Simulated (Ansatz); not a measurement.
System: Sc4N3O (model structure, Pm-3m, No. 221, 8 atoms in the cell). Method: PBEsol (Ansatz, an electronic-structure program, PAW).

Run with plane-wave cutoff 520 eV, 12×12×12 k mesh, Fermi–Dirac smearing 0.05 eV, scalar-relativistic PAW data made under PBE.

Cell (relaxed at this level):

Space group Pm-3m (No. 221); a = 4.446 Å, b = 4.446 Å, c = 4.446 Å, α = 90.00°, β = 90.00°, γ = 90.00°

```tsv
atom	site	symmetry	x	y	z
Sc	3c	4/mm.m	0.0000	0.5000	0.5000
Sc	1a	m-3m	0.0000	0.0000	0.0000
O	1b	m-3m	0.5000	0.5000	0.5000
N	3d	4/mm.m	0.0000	0.0000	0.5000
```

Problem. Give the computed bulk modulus B0.

Solution. 
* **bulk modulus B0**: 212 GPa

The run finds no gap.

Note: the bulk modulus is −V dP/dV from two relaxed cells at ±2 % in volume; the relaxation could raise the start's symmetry but not lower it, so the cell can be a saddle point.

Computed values are for the static lattice.

Cost on a shared machine: around 2.6 core-minutes (rough).

A model structure was made by putting elements into a prototype or built by hand; it is no filed structure, need not be a known phase, and can be a saddle point held by its symmetry.
